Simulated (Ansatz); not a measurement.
Input:

A slab with vacuum along the third vector:

```
CELL_PARAMETERS angstrom
      3.31984     0.00000     0.00000
      0.00000     5.16530     0.00000
      0.00000     0.00000    26.00000
ATOMIC_POSITIONS crystal
  Sc 0.50000 0.25000 0.31851
  Sc 0.00000 0.75000 0.35697
  Sc 0.00000 0.25000 0.42378
  Sc 0.50000 0.75000 0.46277
  Sc 0.50000 0.25000 0.53723
  Sc 0.00000 0.75000 0.57622
  Sc 0.00000 0.25000 0.64303
  Sc 0.50000 0.75000 0.68149
```

Slab: 8 atoms, 9.6 Å thick at the start (thin: gaps and levels are the slab's own); k 11x7x1, smearing 0.1 eV, dipole-corrected; single point; on the structure that PBE left under its start's symmetry; no spin, no spin-orbit, no U.

Problem. Give the work function of the top face at the level r2SCAN, at the PBE geometry run with Ansatz (a quantum-chemistry and plane-wave program).

Solution. 3.56 eV

Problem. What surface energy (mean of both faces) does r2SCAN, at the PBE geometry give?

Solution. 1.29 J/m^2
